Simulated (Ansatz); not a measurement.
By PBEsol, the system below comes out a metal.

```
Nb
1.0
    3.31763     0.00000     0.00000
    0.00000     3.31763     0.00000
    1.65881    -1.65881     1.65881
Nb
1
Cartesian
  0.00000   0.00000   0.00000
```

Space group of this cell: Im-3m, bcc (W type). The cell is taken as given; by PBEsol its mean pressure is -7.0 GPa.

Level of theory: PBEsol (plane waves, PAW; Ansatz, an electronic-structure program).

The current runs along the normal of the first two printed vectors; no spin-orbit coupling. Scaled by the factor s: all lengths (ions clamped). Meshes 34×34×34 and 28×28 across the current in all rows.

```csv
s,mean pressure (GPa),ballistic conductance per area (both spins) (× 10¹⁵ S/m²)
0.98,3.6,?
1.00,-7.0,1.91
1.02,-15.2,1.80
```

**Question.** Take the slope of the ballistic conductance per area (both spins) against ln s from the two given rows, extrapolate to s = 0.98, and say what the run there gives.

**Answer.** Slope = (1.80 − 1.91) / ln 1.02 = -5.55 × 10¹⁵ S/m². The line gives 1.91 + (-5.55) × ln 0.98 = 2.02 × 10¹⁵ S/m². The run gives 2.02 × 10¹⁵ S/m², as the line does.
